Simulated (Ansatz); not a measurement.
The starting structures come from a database of crystals and need not be the phases stable at ambient conditions.

The decay constant κ of evanescent states in the gap governs leakage through a thin film.

Consider the following.

```
MgSe
1.0
    4.28268     0.00000     0.00000
    0.00000     4.28268     0.00000
    2.14134     2.14134     3.02831
Mg Se
1 1
Direct
  0.00000   0.00000   0.00000
  0.75000   0.25000   0.50000
```

Space group of this cell: F-43m, zinc blende. The cell is strained (all lengths scaled by 1.02); by r2SCAN its mean pressure is -2.4 GPa.

Transport runs along the normal of the first two printed cell vectors, the (001) plane of the conventional cell.

The gap is the functional's own. No spin-orbit coupling. Mid-gap values are interpolated on the energy grid.

Task: Compute, with r2SCAN (Ansatz, a program for electronic structure), the band gap and the smallest decay constant κ at mid-gap.

Result: Gap 3.08 eV on a 10×10×10 mesh; κ = 0.215 1/Å, at the zone centre.
